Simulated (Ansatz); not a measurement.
## SiC under a change: biaxial strain +1.80 %, plane normal [001], relaxed out of plane

Take SiC in the wurtzite structure (space group P6_3mc, No. 186; a = 3.056 Å, c = 5.016 Å) as the base. Axes: x lies along a and z along c of the hexagonal cell.

Modification: tensile biaxial strain of 1.80 % in the plane normal to [001], as in epitaxy on a mismatched substrate; the out-of-plane cell vector and the atoms relax.

All numbers come from LDA (Ansatz, a quantum-chemistry and plane-wave program, PAW, scalar-relativistic without spin-orbit coupling). Settings: 12×12×7 k-points, 0.05 eV Fermi–Dirac smearing.

* **Volume per atom**: 10.47 Å³ (base 10.14 Å³)
* **Pressure (mean of the normal stresses, compression positive)**: -6.95 GPa (base 0.00 GPa)
* **Band gap**: 2.26 eV (an upper bound: an edge found on the path is not a true extremum; the changed cell) (base 2.13 eV)
* **Out-of-plane strain**: -0.36 %
* **Ratio −ε⊥/ε∥**: 0.20
* **Mean in-plane stress (compression positive)**: -10.4 GPa

Stability against distortions was not tested.
